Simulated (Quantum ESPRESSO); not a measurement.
**Several settings converged on LaS (Fm-3m, 2 atoms in the cell)**

```
LaS
1.0
    0.00000     2.95043     2.95043
    2.95043     0.00000     2.95043
    2.95043     2.95043     0.00000
La S
1 1
Direct
  0.00000   0.00000   0.00000
  0.50000   0.50000   0.50000
```

Base method: PBEsol, GBRV 1.5 ultrasoft (PBESOL) pseudopotentials (plane waves; Quantum ESPRESSO).

Base settings: ecutwfc = 40 Ry; ecutrho = 200 Ry; occupations = smearing; smearing = gaussian; degauss = 0.0073499 Ry; potentials = {La: la_pbesol_v1.uspp.F.UPF, S: s_pbesol_v1.4.uspp.F.UPF}; K_POINTS = automatic 4 4 4 0 0 0; conv_thr = 1e-10 Ry; mixing_beta = 0.7.

The count of work is k-points × plane waves × bands × iterations; it is no time. Core times come from one kind of shared machine, to one figure; runs under 30 s give none.

**The cutoff for other potential files**

Level: DFT, PBEsol, plane waves, PseudoDojo standard norm-conserving (PBESOL) pseudopotentials.

In this ladder: ecutrho = default; pseudopotentials = {La: La.upf, S: S.upf}.

The second cell is the first with its lattice scaled by 0.98.

The mesh stays at the base's, so the ladder's end is converged at best in this setting alone.

Only quantities that move along the ladder and can be compared are tabulated.

```csv
ecutwfc,free energy less the last step's (meV/atom),energy of the compressed cell less the first (meV/atom),pressure (GPa),count of work / last,core time / last (rough)
50 Ry,118.21,-10.74,-4.46,0.099,–
61 Ry,70.28,-16.08,-5.14,0.16,–
77 Ry,13.90,-15.24,-4.62,0.23,–
94 Ry,1.38,-15.18,-4.01,0.31,–
110 Ry,0.72,-15.12,-3.96,0.43,0.3
132 Ry,0.58,-15.13,-3.96,0.51,0.3
165 Ry,0.16,-15.14,-3.97,0.78,0.4
220 Ry,0.00,-15.15,-3.96,1.0,1
```

Coarsest ecutwfc that holds the free energy within 1 meV/atom of the last step, with all finer ones: 110 Ry, at 0.43 of the last step's count of work and about 0.3 of the last step's time; the step before is off by 1.4 meV/atom.

Coarsest ecutwfc that holds the energy of the compressed cell less the first within 1 meV/atom of the last step, with all finer ones: 61 Ry, at 0.16 of the last step's count of work; the step before is off by 4.4 meV/atom.

Coarsest ecutwfc that holds the pressure within 1 GPa of the last step, with all finer ones: 77 Ry, at 0.23 of the last step's count of work; the step before is off by 1.2 GPa.

The energy difference between the two cells stays within 1 meV/atom of the last step's from 61 Ry on, the total only from 110 Ry on: much of the error is common to both cells and cancels.

**The cutoff for other potential files**

Level: DFT, PBEsol, plane waves, PSlibrary ultrasoft (PBE) pseudopotentials.

In this ladder: pseudopotentials = {La: La.pbe-spfn-rrkjus_psl.1.0.0.UPF, S: S.pbe-n-rrkjus_psl.1.0.0.UPF}; input_dft = pbesol. Moved along: ecutrho.

The second cell is the first with its lattice scaled by 0.98.

The mesh stays at the base's, so the ladder's end is converged at best in this setting alone.

Only quantities that move along the ladder and can be compared are tabulated.

| ecutwfc | free energy less the last step's (meV/atom) | energy of the compressed cell less the first (meV/atom) | pressure (GPa) | count of work / last | core time / last (rough) |
|---|---|---|---|---|---|
| 38 Ry | 75.45 | -10.78 | -4.93 | 0.093 | 0.1 |
| 47 Ry | 17.97 | -11.63 | -4.31 | 0.12 | 0.09 |
| 59 Ry | 3.47 | -11.85 | -3.71 | 0.15 | 0.2 |
| 72 Ry | 2.06 | -11.86 | -3.68 | 0.26 | 0.3 |
| 85 Ry | 1.06 | -11.86 | -3.68 | 0.55 | 0.5 |
| 102 Ry | 0.49 | -11.86 | -3.67 | 0.44 | 0.3 |
| 128 Ry | 0.19 | -11.87 | -3.66 | 0.65 | 0.7 |
| 170 Ry | 0.00 | -11.87 | -3.66 | 1.0 | 1 |

Coarsest ecutwfc that holds the energy of the compressed cell less the first within 0.2 meV/atom of the last step, with all finer ones: 59 Ry, at 0.15 of the last step's count of work and about 0.2 of the last step's time; the step before is off by 0.24 meV/atom.

Coarsest ecutwfc that holds the pressure within 0.05 GPa of the last step, with all finer ones: 72 Ry, at 0.26 of the last step's count of work and about 0.3 of the last step's time; the step before is off by 0.05 GPa.

Coarsest ecutwfc that holds the free energy within 5 meV/atom of the last step, with all finer ones: 59 Ry, at 0.15 of the last step's count of work and about 0.2 of the last step's time; the step before is off by 18 meV/atom.

The energy difference between the two cells stays within 1 meV/atom of the last step's from 47 Ry on, the total only from 102 Ry on: much of the error is common to both cells and cancels.

At the lowest cutoff the pressure lies 1.3 GPa under the last step's, the usual sign of Pulay stress in an incomplete plane-wave basis.

**The density cutoff**

The second cell is the first with its lattice scaled by 0.98.

The mesh stays at the base's, so the ladder's end is converged at best in this setting alone.

Only quantities that move along the ladder and can be compared are tabulated.

```csv
ecutrho,free energy less the last step's (meV/atom),energy of the compressed cell less the first (meV/atom),pressure (GPa),core time / last (rough)
80 Ry,-1.31,-15.51,-3.78,–
120 Ry,0.09,-14.04,-3.87,–
160 Ry,-0.01,-13.96,-3.87,–
200 Ry,0.01,-13.95,-3.86,–
240 Ry,-0.01,-13.95,-3.86,0.3
320 Ry,0.00,-13.95,-3.87,0.4
400 Ry,0.00,-13.95,-3.86,0.5
480 Ry,0.00,-13.95,-3.86,0.8
640 Ry,0.00,-13.95,-3.86,1
```

Coarsest ecutrho that holds the free energy within 1 meV/atom of the last step, with all finer ones: 120 Ry; the step before is off by 1.3 meV/atom.

Coarsest ecutrho that holds the pressure within 0.05 GPa of the last step, with all finer ones: 120 Ry; the step before is off by 0.09 GPa.

Coarsest ecutrho that holds the energy of the compressed cell less the first within 1 meV/atom of the last step, with all finer ones: 120 Ry; the step before is off by 1.6 meV/atom.

On the base run: the starting cell comes from a database of computed structures (which also holds hypothetical and non-ambient phases and stackings), without a prior relaxation at this level. Its lattice was rescaled by up to half a per cent. In the base run, with a pressure of about -4 GPa the cell is away from its equilibrium volume at this level. Without a gap this mesh is coarse (it stands for a supercell whose shortest vector is 17 Å).
